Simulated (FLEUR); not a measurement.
Band structure of HfIr₃ (Pm-3m, 4 atoms in the cell).

```
HfIr3
1.0
    3.87090     0.00000     0.00000
    0.00000     3.87090     0.00000
    0.00000     0.00000     3.87090
Hf Ir
1 3
Cartesian
  0.00000   0.00000   0.00000
  0.00000   1.93545   1.93545
  1.93545   0.00000   1.93545
  1.93545   1.93545   0.00000
```

Computed with PBEsol, all-electron FLAPW (FLEUR), scalar-relativistic valence.

Settings: Kmax = 4.3 1/bohr; GmaxXC = 17.2 1/bohr; xcFunctional = PBEs; jspins = 1; l_soc = F; mode = hist; fermiSmearingEnergy = 0.00734986 Htr; mesh (inpgen div1-3) = 7 7 7; inpgen gamma flag = false; Gmax = 17.2 1/bohr; numbands = 0; maxIterBroyd = 15; imix = Anderson; alpha = 0.05.

The starting cell comes from a database of computed structures (which also holds hypothetical and non-ambient phases and stackings), without a prior relaxation at this level. Its lattice was rescaled by a random factor within 2.5 % of one. Spin-orbit coupling is off. Spin polarisation is off. Values depend on the basis (sphere radii, cutoffs, local orbitals), which need not be converged.

Levels in eV from the Fermi level, bands 32 to 39:
```tsv
point	32	33	34	35	36	37	38	39
Γ	0.01	1.44	2.06	2.06	2.06	3.05	3.05	3.05
X	-1.85	-1.25	-1.13	-1.13	0.39	2.04	2.04	2.07
M	-1.86	-1.81	-1.71	-1.71	-0.75	-0.73	2.99	2.99
R	-1.80	-0.22	0.92	0.92	0.92	1.48	1.48	1.48
```
